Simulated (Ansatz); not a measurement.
WSi2: pressure series

The parent structure is WSi2 (space group I4/mmm, No. 139).

```yaml
crystal:
  lattice:
    - [-1.60615, 1.60615, 3.90288]
    - [1.60615, -1.60615, 3.90288]
    - [1.60615, 1.60615, -3.90288]
  atoms:
    - { symbol: W, position: [0.00000, 0.00000, 0.00000] }
    - { symbol: Si, position: [0.33486, 0.33486, 0.00000] }
    - { symbol: Si, position: [0.66514, 0.66514, 0.00000] }
```

Cell and atoms are relaxed at each pressure.

Level of theory: Ansatz (a quantum-chemistry and plane-wave program), r2SCAN, PAW, cutoff 500 eV, without spin-orbit coupling, earlier PAW set.

Notes on the quantities. enthalpy: H = E + PV relative to the base's energy.

```csv
case,shortest interatomic distance,c/a ratio,enthalpy
base,2.578 Å,2.430,–
pressure −2 GPa,2.582 Å,2.428,-0.17 eV/atom
pressure −1 GPa,2.580 Å,2.429,-0.08 eV/atom
pressure 1.8 GPa,2.574 Å,2.431,+0.15 eV/atom
pressure 4.2 GPa,2.570 Å,2.434,+0.35 eV/atom
pressure 9 GPa,___,___,+0.74 eV/atom
pressure 18 GPa,2.548 Å,2.444,+1.46 eV/atom
pressure 30 GPa,___,2.452,+2.38 eV/atom
pressure 45 GPa,2.489 Å,2.461,+3.49 eV/atom
pressure 60 GPa,2.456 Å,2.470,+4.56 eV/atom
```

Question: Complete the table.

Answer: 
- pressure 9 GPa, shortest interatomic distance: 2.562 Å
- pressure 9 GPa, c/a ratio: 2.437
- pressure 30 GPa, shortest interatomic distance: 2.526 Å

Load acts through the strain it causes; cell and atoms are relaxed under it. Stability against distortions was not tested. No other phases were tried under pressure. The final runs are not spin-polarised.
